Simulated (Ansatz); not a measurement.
Fermi-surface data of ScPt (Pm-3m)

Data:

```
CELL_PARAMETERS angstrom
      3.25855     0.00000     0.00000
      0.00000     3.25855     0.00000
      0.00000     0.00000     3.25855
ATOMIC_POSITIONS crystal
  Sc 0.50000 0.50000 0.50000
  Pt 0.00000 0.00000 0.00000
```

The numbers are results of PBEsol with spin-orbit coupling, rigid bands (plane waves, PAW; Ansatz, an electronic-structure program), not measurements. Condition of this run: spin-orbit coupling switched on. Geometry: cell and atoms relaxed with PBEsol.

```
Property                                                         Result
------------------------------------  ---------------------------------
density of states at the Fermi level  1.20 states/(eV·cell), both spins
bare Sommerfeld coefficient                   1.41 mJ/(mol of atoms·K²)
Drude plasma energy                                              6.8 eV
root-mean-square Fermi velocity                               7.2e5 m/s
resistivity times τ                                   10.5 ×10⁻²² Ω·m·s
```

A metal at this level (no band gap); rigid bands, thermally averaged at 300 K, both spins. τ is one relaxation time for all states.

Formula and space group known from diffraction (Crystallography Open Database), not checked to be the room-temperature form: ScPt (Pm-3m).
